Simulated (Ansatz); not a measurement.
# Hypothetical rock salt ZrSi: response to strain

Consider ZrSi in the rock salt structure (space group Fm-3m, No. 225; a = 5.342 Å; a hypothetical phase, not in the database extracts checked; relaxed with 0.1 eV smearing). Axes: x, y, z lie along the cube axes.

Strains are applied to the cell and any free atomic positions relax; under biaxial strain the out-of-plane vector relaxes too.

Computed with Ansatz (a first-principles code), PBEsol, PAW, cutoff 420 eV, without spin-orbit coupling, earlier PAW set.

Candidates:
(a) tensor shear ε_xy = +1.09 %
(b) uniaxial strain ε_xx = −2.66 %
(c) biaxial strain −2.33 %, plane normal [001], relaxed out of plane

Notes on the quantities. energy relative to the base: free energy F.

Task: Order them by energy relative to the base, highest first.

Result: (c) biaxial strain −2.33 %, plane normal [001], relaxed out of plane (+22 meV/atom), (b) uniaxial strain ε_xx = −2.66 % (+13 meV/atom), (a) tensor shear ε_xy = +1.09 % (+0.6 meV/atom)

Whether these cells are dynamically stable was not tested. The final runs are not spin-polarised.
